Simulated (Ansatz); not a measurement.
**Ag, response to strain**

The parent structure is Ag in the fcc (Cu type) structure (space group Fm-3m, No. 225; a = 4.054 Å; relaxed with 0.1 eV smearing). Axes: x, y, z lie along the cube axes.

Strains are applied to the cell and any free atomic positions relax; under biaxial strain the out-of-plane vector relaxes too.

Levels (all Ansatz, an electronic-structure program, PAW): PBEsol (420 eV, without spin-orbit coupling); r2SCAN (500 eV, spin-orbit coupling left out).

Pressures by level, all at the geometries relaxed with PBEsol:

```tsv
case	PBEsol	r2SCAN
base	0.0 GPa	4.3 GPa
biaxial strain +2.01 %, plane normal [001], relaxed out of plane	-1.0 GPa	?
biaxial strain +3.69 %, plane normal [110], relaxed out of plane	-4.1 GPa	?
isotropic strain +1.24 %	-4.0 GPa	0.0 GPa
uniaxial strain ε_xx = +0.99 %	-1.1 GPa	3.0 GPa
uniaxial strain ε_yy = −0.86 %	1.1 GPa	?
```

Task: What belongs in the blanks?

Result: 
- biaxial strain +2.01 %, plane normal [001], relaxed out of plane, r2SCAN: 3.2 GPa
- biaxial strain +3.69 %, plane normal [110], relaxed out of plane, r2SCAN: -0.2 GPa
- uniaxial strain ε_yy = −0.86 %, r2SCAN: 5.4 GPa

A biaxial case was relaxed in a doubled cell and then solved in the primitive one. Single points use the geometry relaxed with PBEsol. Their cutoffs differ, which shifts pressures a little. No phonon test of stability was made.
